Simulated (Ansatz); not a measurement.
We consider GdBr3 (C2/m, No. 12), described by r²SCAN-D4 (PAW; Ansatz, an electronic-structure program).

Run with plane-wave cutoff 500 eV, 8×8×6 k mesh (along the axes of the cell as run), gaussian smearing 0.02 eV, spin-polarised start, scalar-relativistic PAW data made under PBE.

Computed at the level's own relaxed cell.

Estimate the equilibrium volume per atom that the calculation returns.


- equilibrium volume per atom: 36.41 Å³/atom

Note: the magnetic order was assumed, not searched for or taken from measurement; the relaxation could not lower the start's symmetry, so the cell can be a saddle point above a distorted one; the 4f shell is treated without U or exact exchange, so its levels and filling can be wrong.

Spin–orbit coupling is not included.

The computed numbers hold no vibrational or temperature effects.
